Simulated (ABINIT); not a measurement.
Band structure of PbF2 (Fm-3m, 3 atoms in the cell).

```yaml
crystal:
  lattice:
    - [0.00000, 2.97000, 2.97000]
    - [2.97000, 0.00000, 2.97000]
    - [2.97000, 2.97000, 0.00000]
  atoms:
    - { symbol: Pb, position: [0.00000, 0.00000, 0.00000] }
    - { symbol: F, position: [0.25000, 0.25000, 0.25000] }
    - { symbol: F, position: [0.75000, 0.75000, 0.75000] }
```

Level of theory: PBE, PAW (JTH v2.0 PBE PAW) (plane waves; ABINIT 10.0.3).

Settings: pseudos = [Pb.GGA_PBE-JTH.xml, F.GGA_PBE-JTH.xml]; ecut = 653 eV; pawecutdg = 1306 eV; pawxcdev = 0; ixc = 11; occopt = 3; tsmear = 0.00073499 Ha; ngkpt = 7 7 7; nshiftk = 1; shiftk = 0 0 0; potentials = JTH v2.0 PBE PAW; kptopt = 1; nstep = 80.

The starting cell has typed, rounded lattice constants, without a prior relaxation at this level. Spin-orbit coupling is off.

Predict the gap along the standard path and the places of the band edges.

The gap along the path is 4.42 eV, from W to X; the smallest direct gap on it is 4.56 eV.

Levels in eV from the top of the valence band on the SCF mesh, bands 11 to 18:
| point | 11 | 12 | 13 | 14 | 15 | 16 | 17 | 18 |
|---|---|---|---|---|---|---|---|---|
| Γ | -2.41 | -1.93 | -1.93 | -1.93 | 6.78 | 6.78 | 6.78 | 10.64 |
| X | -1.51 | -1.50 | -1.50 | -0.13 | 4.43 | 7.89 | 7.89 | 9.01 |
| W | -2.62 | -1.57 | -1.44 | 0.01 | 6.06 | 6.06 | 7.50 | 10.19 |
| K | -2.01 | -1.65 | -1.52 | -0.02 | 5.33 | 6.68 | 7.87 | 9.88 |
| L | -2.62 | -2.09 | -2.09 | -0.02 | 5.04 | 7.66 | 7.66 | 13.23 |
| U | -2.01 | -1.65 | -1.52 | -0.02 | 5.33 | 6.68 | 7.87 | 9.88 |
